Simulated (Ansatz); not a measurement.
Take TiO2 in the rutile structure (space group P4_2/mnm, No. 136; a = 4.5912 Å, c = 2.9390 Å) as the base.

The values are results of PBEsol (Ansatz, an electronic-structure program; PAW; 420 eV plane waves; no spin-orbit coupling), not measurements.

For the base:

- Gap character: direct at Γ
- Band gap: 1.87 eV
- Valence-band top at Γ: 0.00, -0.45, -0.45 eV

Modification: the cell is scaled by 0.9820 in all directions; the atoms relax in the strained cell.

Question: Predict the new energy relative to the base.

Answer: The energy rises by 23 meV/atom.

Question: Estimate the effect on the gap character.

Answer: The gap character is still direct at Γ.

Question: Estimate the effect on the band gap.

Answer: The band gap increases by 0.05 eV to 1.92 eV.

Question: What does the calculation give for the valence-band top at Γ after the change?

Answer: The valence-band top at Γ (three highest levels, from the VBM) becomes 0.00, -0.50, -0.50 eV (base: 0.00, -0.45, -0.45 eV).

Whether these cells are dynamically stable was not tested. The final runs are not spin-polarised.
